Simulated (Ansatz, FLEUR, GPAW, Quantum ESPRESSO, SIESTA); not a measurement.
Code comparison for Mg3Zn (P1, 4 atoms in the cell)

Self-consistent single point, at a second geometry (atoms moved at random). First geometry:

```
CELL_PARAMETERS angstrom
      3.10135     0.00000     0.00000
     -1.55068     2.68585     0.00000
      0.00000     0.00000     9.69360
ATOMIC_POSITIONS crystal
  Mg 0.00000 0.00000 0.00000
  Mg 0.66667 0.33333 0.73091
  Mg 0.66667 0.33333 0.26909
  Zn 0.00000 0.00000 0.50000
```

Second geometry:
```yaml
crystal:
  lattice:
    - [3.10135, 0.00000, 0.00000]
    - [-1.55068, 2.68585, 0.00000]
    - [0.00000, 0.00000, 9.69360]
  atoms:
    - { symbol: Mg, position: [0.99532, 0.99023, 0.99405] }
    - { symbol: Mg, position: [0.67346, 0.31793, 0.73330] }
    - { symbol: Mg, position: [0.68233, 0.36486, 0.27434] }
    - { symbol: Zn, position: [0.98223, 0.99365, 0.49831] }
```

Shared settings, as Ansatz (a quantum-chemistry and plane-wave program) writes them: kpoints.mp_grid.grid = 8 8 3; scf.occupations.method = gaussian; scf.occupations.width = 0.1 eV. Potentials and cutoffs stand in the table.

```tsv
code	model	ΔF from the first geometry (meV/atom)	pressure (GPa)	largest force (eV/Å)	cutoff
GPAW	LDA (Perdew-Wang 92), GPAW PAW datasets LDA (gpaw-data 1.0.1)	5.7	-1.85	0.257	850 eV
FLEUR	LDA (Perdew-Zunger), all-electron FLAPW (FLEUR), scalar-relativistic valence	–	–	0.255	Kmax 4 1/bohr
SIESTA	LDA PW92, numerical atomic orbitals DZP, PseudoDojo LDA standard norm-conserving potentials (rewritten from UPF to PSML)	8.6	-2.38	0.381	grid 400 Ry
Quantum ESPRESSO	LDA (PZ), GBRV 1.5 ultrasoft (LDA) pseudopotentials	5.7	-2.04	0.255	50 Ry
Ansatz	LDA (PW92), PAW files made with PBE	5.7	-1.85	0.257	420 eV
```

Size of the force on each atom (eV/Å): Sizes of forces hide their directions.

```
code                Mg1    Mg2    Mg3    Zn4
----------------  -----  -----  -----  -----
GPAW              0.230  0.257  0.200  0.208
FLEUR             0.231  0.255  0.208  0.212
SIESTA            0.381  0.358  0.321  0.275
Quantum ESPRESSO  0.230  0.255  0.204  0.209
Ansatz            0.230  0.257  0.202  0.209
```

A dash marks a value that a program does not give, or that is left out as unsure.

The spread over the programs that give each value: ΔF from the first geometry within 2.9 meV/atom; pressure within 0.53 GPa; largest force within 0.126 eV/Å.

SIESTA uses small atom-centred bases, whose incompleteness enters pressures, forces and empty levels differently from a plane-wave cutoff. FLEUR treats all electrons, but the usual bases taken here (sphere radii, linearisation, local orbitals, empty states) were not tested for convergence, so the values are no reference for the others. Ansatz's pressure is given at a fixed set of plane waves, as the other plane-wave codes print theirs. The same LDA comes in different parametrisations, which differ slightly. In the force vectors, SIESTA (by 0.151) lies more than 0.08 eV/Å from the median of the plane-wave programs.

The starting cell comes from a database of computed structures (which also holds hypothetical and non-ambient phases and stackings), without a prior relaxation at this level. For this run, on top of that: atoms moved at random.

Left out of this page: CP2K (unsound by tests on forces, stress, charge or solver warnings).

Keys are those of Ansatz 0.2.
